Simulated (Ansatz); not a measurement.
**Effect of Sn → Cu on Sn**

Consider Sn (space group I4_1/amd, No. 141; a = 5.8329 Å, c = 3.1581 Å).

Perturbation: full substitution Sn → Cu, then cell and atoms are relaxed.

Method: Ansatz (a quantum-chemistry and plane-wave program), PBEsol, PAW, cutoff 420 eV, scalar-relativistic without spin-orbit coupling. k-mesh 22×22×22 (Γ-centred); smearing 0.05 eV (Fermi–Dirac), for the changed cell.

```csv
quantity,base,changed,shift
volume per atom,26.86 Å³,12.44 Å³,-14.42 Å³
lattice parameter a,5.833 Å,4.554 Å,-1.279 Å
c/a ratio,0.541,0.527,-0.0146
space group,I4_1/amd (No. 141),I4_1/amd (No. 141),–
shortest interatomic distance,3.021 Å,2.355 Å,-0.6667 Å
band gap,zero,zero,–
```

Final structure:

```yaml
crystal:
  lattice:
    - [-2.27708, 2.27708, 1.19971]
    - [2.27708, -2.27708, 1.19971]
    - [2.27708, 2.27708, -1.19971]
  atoms:
    - { symbol: Cu, position: [0.75000, 0.25000, 0.50000] }
    - { symbol: Cu, position: [0.00000, 0.00000, 0.00000] }
```

Cost of the whole job for the changed cell (relaxation, final SCF and bands): roughly 2.4 core-minutes.

Stability against distortions was not tested. As relaxed here, Cu is a hypothetical phase, not in the database extracts checked. The final runs are not spin-polarised.
